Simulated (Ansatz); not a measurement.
# ScAl3: uniaxial strain ε_zz = +2.40 %

Base system: ScAl₃ in the Cu3Au type structure (space group Pm-3m, No. 221; a = 4.033 Å; relaxed with 0.1 eV smearing). Axes: x, y, z lie along the cube axes.

One thing is altered: the cell is stretched by 2.40 % along z with no lateral relaxation; the atoms relax in the strained cell.

Level of theory: LDA in Ansatz (plane waves to 420 eV, PAW, no spin-orbit coupling). Settings: 14×14×14 k-points, 0.1 eV Fermi–Dirac smearing.

* **Volume per atom**: 16.79 Å³ (base 16.40 Å³)
* **Shortest interatomic distance**: 2.852 Å (base 2.852 Å)
* **Energy relative to the base (free energy F)**: +5.6 meV/atom
* **Pressure (mean of the normal stresses, compression positive)**: -2.1 GPa (base 0.0 GPa)
* **Band gap**: zero (base zero)
* **Stress (xx, yy, zz, yz, xz, xy; compression positive)**: (-1.0, -1.0, -4.5, 0.0, 0.0, 0.0) GPa

Final structure:

```xyz
4
Lattice="4.0327 0.0000 0.0000 0.0000 4.0327 0.0000 0.0000 0.0000 4.1295" Properties=species:S:1:pos:R:3 pbc="T T T"
Sc     0.0000     0.0000     0.0000
Al     0.0000     2.0163     2.0647
Al     2.0163     0.0000     2.0647
Al     2.0163     2.0163     0.0000
```

No phonon test of stability was made. All final runs are without spin polarisation.

Ansatz is a quantum-chemistry and plane-wave program.
